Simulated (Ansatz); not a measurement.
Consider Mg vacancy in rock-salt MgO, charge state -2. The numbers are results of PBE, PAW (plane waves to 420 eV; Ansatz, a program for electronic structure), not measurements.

64-site cell at the relaxed PBE lattice, the Γ point alone, smearing 0.01 eV, spin-restricted, no finite-size correction. No zero-point or tunnelling terms. The charge state is imposed; whether it is stable for some Fermi level was not computed. Forms of the defect that were not tried may lie lower.

Barriers: single points on a 2×2×2 k-point mesh shifted by half a step at the bands' geometries.

The step: one Mg atom jumps into the vacancy from a nearby Mg site. Atoms about the jump, Cartesian Å from the middle of the jump, before and after:

```csv
atom,x0,y0,z0,x1,y1,z1
Mg1,0.00,1.00,1.00,0.00,-1.00,-1.00
O2,0.00,-1.06,1.20,0.00,-1.20,1.06
O3,0.00,1.20,-1.06,0.00,1.06,-1.20
O4,-2.26,-1.06,-1.06,-2.13,-1.06,-1.06
O5,-2.13,1.06,1.06,-2.26,1.06,1.06
O6,2.26,-1.06,-1.06,2.13,-1.06,-1.06
O7,2.13,1.06,1.06,2.26,1.06,1.06
Mg8,-2.07,1.00,-1.06,-2.07,1.06,-1.01
Mg9,-2.07,-1.06,1.00,-2.07,-1.01,1.06
Mg10,2.07,-1.06,1.00,2.07,-1.00,1.06
Mg11,2.07,1.00,-1.06,2.07,1.06,-1.01
Mg12,0.00,-3.13,1.00,0.00,-3.19,1.06
Mg13,0.00,-1.06,3.19,0.00,-1.00,3.13
Mg14,0.00,1.00,-3.13,0.00,1.06,-3.19
Mg15,0.00,3.19,-1.06,0.00,3.13,-1.01
O16,0.00,-1.06,-3.32,0.00,-1.09,-3.19
O17,0.00,-3.32,-1.06,0.00,-3.19,-1.09
O18,0.00,3.19,1.09,0.00,3.32,1.06
O19,0.00,1.09,3.19,0.00,1.06,3.32
```

Give the saddle-point geometry and the barrier.


```
atom      x      y      z
----  -----  -----  -----
Mg1   -0.04   0.00   0.00
O2     0.00  -1.28   1.28
O3     0.00   1.29  -1.28
O4    -2.14  -0.99  -1.00
O5    -2.14   1.00   1.00
O6     2.15  -1.00  -1.01
O7     2.15   1.01   1.00
Mg8   -2.18   1.12  -1.12
Mg9   -2.19  -1.11   1.11
Mg10   2.17  -1.10   1.10
Mg11   2.17   1.11  -1.11
Mg12   0.00  -3.22   1.04
Mg13   0.00  -1.04   3.22
Mg14   0.00   1.05  -3.22
Mg15   0.00   3.22  -1.05
O16    0.00  -1.06  -3.29
O17    0.00  -3.29  -1.07
O18    0.00   3.29   1.06
O19    0.00   1.07   3.29
```
It lies 2.00 eV above the start and 2.00 eV above the end. The saddle point's order was not checked, and it lies on a symmetry element of the cell, where a band can be held. Symmetry-equivalent saddle points exist between the same ends.
